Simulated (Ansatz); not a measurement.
Formation energy of the bound charge states of Al on the C site (Al_C) in 4H silicon carbide (start: the C(h) site; 96-site cell, 2×2×2 shifted sampling) against the Fermi level, C-rich (Δμ(C) = 0.00 eV, Δμ(Al) = -0.16 eV, bounded by Al4C3 (R-3m); only phases computed here count, gases as isolated molecules at 0 K). Method: PBE, PAW (plane waves to 420 eV; Ansatz, an electronic-structure program).

Cell and caveats: 96-site cell; 2×2×2 shifted k-points; host gap 2.23 eV; charged states image-corrected; finite-size errors of tenths of an eV; flagged in the runs: a host whose relaxation on this sampling wasn't shown to rest, a strain field that reaches the edge of the cell.

| E_F − E_VBM (eV) | q = +1 | q = 0 | q = −1 |
|---|---|---|---|
| 0.00 | 6.56 | 7.37 | 8.74 |
| 0.28 | 6.84 | 7.37 | 8.47 |
| 0.56 | 7.12 | 7.37 | 8.19 |
| 0.83 | 7.40 | 7.37 | 7.91 |
| 1.11 | 7.68 | 7.37 | 7.63 |
| 1.39 | 7.95 | 7.37 | 7.35 |
| 1.67 | 8.23 | 7.37 | 7.07 |
| 1.95 | 8.51 | 7.37 | 6.80 |
| 2.23 | 8.79 | 7.37 | 6.52 |

Crossings of the lowest lines: (+1/0) at 0.80 eV; (0/−1) at 1.38 eV.
